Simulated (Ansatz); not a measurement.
## A computed series for CrCuO2: pressure series

Base system: CrCuO2 (space group R-3m, No. 166; a = 3.013 Å, c = 17.112 Å (hexagonal axes); ferromagnetic).

Cell and atoms are relaxed at each pressure.

Method: DFT with PBE, PAW potentials and a 420 eV plane-wave cutoff in Ansatz (a program for electronic structure), scalar-relativistic without spin-orbit coupling.

| pressure (GPa) | volume per atom (Å³/atom) |
|---|---|
| -2 | 11.363 |
| -1 | ? |
| 0 | 11.209 |
| 2.1 | 11.057 |
| 4.5 | 10.896 |
| 9 | 10.621 |
| 15 | 10.300 |
| 22.5 | 9.954 |
| 30 | 9.654 |

Task: Fit the third-order Birch–Murnaghan form P(V) = (3B₀/2)[(V₀/V)^(7/3) − (V₀/V)^(5/3)]·[1 + (3/4)(B₀′ − 4)((V₀/V)^(2/3) − 1)] (squares taken in P) to the rows shown and predict the withheld row.

Result: Least squares on the printed values gives V₀ = 11.209 Å³/atom, B₀ = 151 GPa, B₀′ = 3.9; this predicts 11.284 Å³/atom, and the run gives 11.284 Å³/atom, in agreement.

Load acts through the strain it causes; cell and atoms are relaxed under it. No phonon test of stability was made. No other phases were tried under pressure. No Hubbard U is applied and the magnetic state is the run's own (CrCuO2 ferromagnetic); other magnetic orders, which need larger cells, were not tried and can change the gap.
